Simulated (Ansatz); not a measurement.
Levels about the gap of amorphous Si24O48Au (73 atoms in a cell of 1151 Å³, 2.36 g/cm³; zone centre alone, so wide bands show as single levels with stretches between that a denser mesh fills), at the geometry that PBE relaxed, where it gives 0.0 GPa on a denser mesh. The participation number counts the atoms over which a state spreads; weights are charges in smoothed Voronoi cells. The levels come from a single point, so bond lengths are those of that geometry. Method of the levels: PBE, scalar-relativistic without spin-orbit coupling (Ansatz, a quantum-chemistry and plane-wave program). Sampling: the zone centre alone; Fermi-Dirac width 0.02 eV; collinear spin, started from a total moment of 1 μB (at the end a net moment of 1.0 μB). In the spin-polarised cell the level spacing at the Fermi energy can part levels of unlike spin. At PBE the levels at both edges of the gap are localised (band-tail or defect states), and the nearest spread-out levels lie 5.2 eV apart at the zone centre.

A CHGNet melt-quench gave the starting glass, which DFT then relaxed. O atoms were pushed apart under 1.9 Å during the dynamics, to hinder bonds among them. The hot cell started wider than the set density and was brought back towards it in steps. It is the lowest in DFT energy of 2 quenches. It is a model cell: composition and starting density were chosen by hand, and all elements were melted together. No dispersion term was used. Its density started from a set value of 2.46 and ended at 2.36 g/cm³. Cooling (nominally 320 K/ps over its main leg) ran many orders faster than in experiment, which tends to leave more defects and strain. Values belong to this one cell and scatter from quench to quench. The volume was free in the relaxation, at fixed shape. Stress components on the final sampling reach 1.7 GPa.

```json
[
 {"E - E(highest filled), eV": "-1.95", "filling": "filled", "spin": "up", "participation number": "1.5", "largest on": "Au, 2 neighbours", "weight Au": "0.82", "weight O": "0.17", "weight Si": "0.01"},
 {"E - E(highest filled), eV": "-1.81", "filling": "filled", "spin": "dn", "participation number": "1.4", "largest on": "Au, 2 neighbours", "weight Au": "0.83", "weight O": "0.16", "weight Si": "0.02"},
 {"E - E(highest filled), eV": "-1.53", "filling": "filled", "spin": "up", "participation number": "2.2", "largest on": "Au, 2 neighbours", "weight Au": "0.63", "weight O": "0.34", "weight Si": "0.03"},
 {"E - E(highest filled), eV": "-1.50", "filling": "filled", "spin": "up", "participation number": "2.1", "largest on": "Au, 2 neighbours", "weight Au": "0.63", "weight O": "0.34", "weight Si": "0.03"},
 {"E - E(highest filled), eV": "-1.32", "filling": "filled", "spin": "dn", "participation number": "2.3", "largest on": "Au, 2 neighbours", "weight Au": "0.60", "weight O": "0.37", "weight Si": "0.03"},
 {"E - E(highest filled), eV": "-1.29", "filling": "filled", "spin": "dn", "participation number": "1.8", "largest on": "Au, 2 neighbours", "weight Au": "0.73", "weight O": "0.25", "weight Si": "0.02"},
 {"E - E(highest filled), eV": "0.00", "filling": "filled", "spin": "up", "participation number": "3.7", "largest on": "Au, 2 neighbours", "weight Au": "0.48", "weight O": "0.38", "weight Si": "0.14"},
 {"E - E(highest filled), eV": "0.68", "filling": "empty", "spin": "dn", "participation number": "3.9", "largest on": "Au, 2 neighbours", "weight Au": "0.46", "weight O": "0.39", "weight Si": "0.15"},
 {"E - E(highest filled), eV": "2.08", "filling": "empty", "spin": "up", "participation number": "37.9", "largest on": "Si, 4 neighbours", "weight Au": "0.02", "weight O": "0.65", "weight Si": "0.33"},
 {"E - E(highest filled), eV": "2.11", "filling": "empty", "spin": "dn", "participation number": "37.6", "largest on": "Si, 4 neighbours", "weight Au": "0.03", "weight O": "0.64", "weight Si": "0.33"},
 {"E - E(highest filled), eV": "3.17", "filling": "empty", "spin": "up", "participation number": "27.7", "largest on": "Si, 4 neighbours", "weight Au": "0.04", "weight O": "0.61", "weight Si": "0.35"},
 {"E - E(highest filled), eV": "3.19", "filling": "empty", "spin": "dn", "participation number": "26.6", "largest on": "Si, 4 neighbours", "weight Au": "0.03", "weight O": "0.62", "weight Si": "0.36"},
 {"E - E(highest filled), eV": "3.57", "filling": "empty", "spin": "up", "participation number": "21.2", "largest on": "Si, 4 neighbours", "weight Au": "0.04", "weight O": "0.55", "weight Si": "0.40"},
 {"E - E(highest filled), eV": "3.59", "filling": "empty", "spin": "dn", "participation number": "20.7", "largest on": "Si, 4 neighbours", "weight Au": "0.03", "weight O": "0.57", "weight Si": "0.40"}
]
```

Most localised among these is the filled level at -1.81 eV, on a Au atom, which has 2 neighbours (O 2.13 Å, Si 2.50 Å).
